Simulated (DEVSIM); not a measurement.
System: Si p+/n-/n+ power diode, at 400 K.

| layer (left to right) | material | thickness (μm) | Nd (cm⁻³) | Na (cm⁻³) | τn (s) | τp (s) |
|---|---|---|---|---|---|---|
| 1 | Si | 1.00 | - | 1.9e18 | 2e-6 | 2e-6 |
| 2 | Si | 31.0 | 5.7e15 | - | 2e-6 | 2e-6 |
| 3 | Si | 3.80 | 2.3e18 | - | 2e-6 | 2e-6 |

Left contact: ohmic. Right contact: ohmic. Voltage is applied to the left contact. Recombination: SRH at mid-gap, radiative, Auger. Mobility is constant in doping.

This is a model device: material constants are rounded textbook-type values typed into the input, and sizes, dopings and lifetimes were drawn at random. Values at 300 K; Nc and Nv go as T^1.5, mobilities as T to minus their exponent, the gap by Varshni's rule with the affinity fixed.

```
parameter               Si
----------------  --------
gap (eV)             1.124
affinity (eV)         4.05
permittivity          11.7
Nc (cm⁻³)          2.86e19
Nv (cm⁻³)           3.1e19
μn (cm²/Vs)           1417
μp (cm²/Vs)            470
T exponent of μn       2.3
T exponent of μp       2.2
B (cm³/s)          4.7e-15
Cn (cm⁶/s)         2.8e-31
Cp (cm⁶/s)         9.9e-32
Varshni α (eV/K)  0.000473
Varshni β (K)          636
```

DEVSIM, 1D drift-diffusion, Boltzmann statistics, complete ionisation; no tunnelling, impact ionisation, image-force lowering or self-heating.

The doping Nd of layer 3 was swept, all else fixed.

| doping Nd of layer 3 (cm^-3) | potential step across the device at zero bias (V) | dark forward voltage at 1 A/cm² (V) |
|---|---|---|
| 6.9e16 | 0.763 | ? |
| 2.3e17 | 0.804 | 0.460 |
| 6.9e17 | 0.842 | 0.465 |
| 2.3e18 | 0.884 | 0.467 |
| 6.9e18 | 0.921 | 0.468 |

### Question
Fill in the missing entries.

### Answer

- 6.9e16, dark forward voltage at 1 A/cm² (V): 0.452
